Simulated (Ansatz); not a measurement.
BP (F-43m), r2SCAN with spin-orbit coupling, rigid bands (Ansatz, a quantum-chemistry and plane-wave program). Band gap 1.40 eV, N_c = 4.00e19 cm⁻³ and N_v = 2.33e19 cm⁻³ at 300 K, conductivity masses of 0.322 mₑ (electrons) and 0.398 mₑ (holes). Take k_BT = 0.02585 eV.

Q: What built-in voltage has an abrupt junction with N_A = 1e17 and N_D = 1e17 cm⁻³, all dopants ionised?

A: V_bi = E_g/e − (k_BT/e) ln(N_c N_v/(N_A N_D)) = 1.40 − 0.02585 × 11.44 = 1.10 V, for the computed gap.

Q: What thermal injection velocity √(2k_BT/πm) limits a ballistic channel?

A: 9.48e6 cm/s for electrons and 8.53e6 cm/s for holes, a ratio of √(m_h/m_e) = 1.11, for dilute carriers.

Q: Find the intrinsic carrier density and the intrinsic Fermi level.

A: n_i = √(N_c N_v) exp(−E_g/2k_BT) = 3.05e19 × exp(−27.08) = 5.3e7 cm⁻³. The level lies (k_BT/2) ln(N_v/N_c) = -7 meV from mid-gap (positive towards the conduction band). Each 0.1 eV added to the gap lowers n_i by a factor of 6.9.

Rigid bands with the computed gap; masses take one relaxation time for all states.
